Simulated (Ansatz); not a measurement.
Consider CuI in the zinc blende structure (space group F-43m, No. 216; a = 5.939 Å).

Level of theory: PBEsol, PAW, 420 eV (Ansatz, an electronic-structure program; without spin-orbit coupling).

For the base:

| Property | Value |
|---|---|
| Hole mass | 0.20, 0.64, 0.64 mₑ (at Γ) |
| Valley order | Γ 1.17 eV; L along ⟨111⟩ 2.11 eV; X along ⟨100⟩ 2.47 eV |
| Width of the top valence band | 1.74 eV |
| Pressure | 0.00 GPa |

The change: an isotropic linear strain of +0.50 %; the atoms relax in the strained cell.

What happens to the hole mass?

The hole mass (degenerate bands, along [100]) goes from 0.20, 0.64, 0.64 mₑ (at Γ) to 0.20, 0.66, 0.66 mₑ (at Γ).

Estimate the effect on the energy relative to the base.

The energy grows by 0.9 meV/atom.

Predict the new valley order.

The valley order (the lowest conduction-band minima on the path, energy above the VBM, named in the base's zone) becomes Γ 1.13 eV; L along ⟨111⟩ 2.10 eV; X along ⟨100⟩ 2.51 eV (base: Γ 1.17 eV; L along ⟨111⟩ 2.11 eV; X along ⟨100⟩ 2.47 eV).

Predict the new width of the top valence band.

The width of the top valence band decreases by 0.06 eV to 1.68 eV.

How does this affect the pressure?

The pressure goes from zero to -0.71 GPa.

With I present, leaving out spin-orbit coupling can change the band edges. The levels and masses belong to the bands next to the band gap. Masses are band curvatures over ±0.01 Å⁻¹ around the edge. Stability against distortions was not tested. The final runs are not spin-polarised.
